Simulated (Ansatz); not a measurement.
## A computed series for Si: response to strain

Take Si in the diamond structure (space group Fd-3m, No. 227; a = 5.402 Å) as the base. Axes: x, y, z lie along the cube axes.

Strains are applied to the cell and any free atomic positions relax; under biaxial strain the out-of-plane vector relaxes too.

Calculations: Kohn–Sham DFT with the LDA functional, run in Ansatz (a program for electronic structure) with PAW and 420 eV plane waves, no SOC.

Notes on the quantities. in-plane stress: mean in-plane stress (compression positive); energy relative to the base: free energy F.

```tsv
change	gap character	in-plane stress	energy relative to the base	smallest direct gap
base	–	–	0 meV/atom	2.53 eV
biaxial strain −2.50 %, plane normal [111], relaxed out of plane	indirect, Γ → F	+5.9 GPa	+18 meV/atom	2.00 eV
biaxial strain −1.25 %, plane normal [111], relaxed out of plane	indirect, Γ → F–Γ (13 % along)	+2.9 GPa	+4.3 meV/atom	2.30 eV
biaxial strain −0.83 %, plane normal [111], relaxed out of plane	indirect, Γ → F–Γ (13 % along)	+1.9 GPa	+1.9 meV/atom	2.38 eV
biaxial strain +0.42 %, plane normal [111], relaxed out of plane	indirect, Γ → F–Γ (13 % along)	-0.9 GPa	+0.5 meV/atom	2.47 eV
biaxial strain +0.83 %, plane normal [111], relaxed out of plane	indirect, Γ → F–Γ (13 % along)	-1.8 GPa	+1.9 meV/atom	2.41 eV
biaxial strain +1.25 %, plane normal [111], relaxed out of plane	indirect, Γ → F–Γ (13 % along)	-2.7 GPa	+4.2 meV/atom	2.35 eV
biaxial strain +1.67 %, plane normal [111], relaxed out of plane	indirect, Γ → F–Γ (13 % along)	-3.5 GPa	+7.4 meV/atom	2.30 eV
biaxial strain +2.08 %, plane normal [111], relaxed out of plane	indirect, Γ → F–Γ (13 % along)	-4.3 GPa	+11 meV/atom	2.25 eV
biaxial strain +2.50 %, plane normal [111], relaxed out of plane	indirect, Γ → F–Γ (13 % along)	-5.1 GPa	+16 meV/atom	2.20 eV
```

No phonon test of stability was made. k-point labels follow each cell's own Brillouin zone.
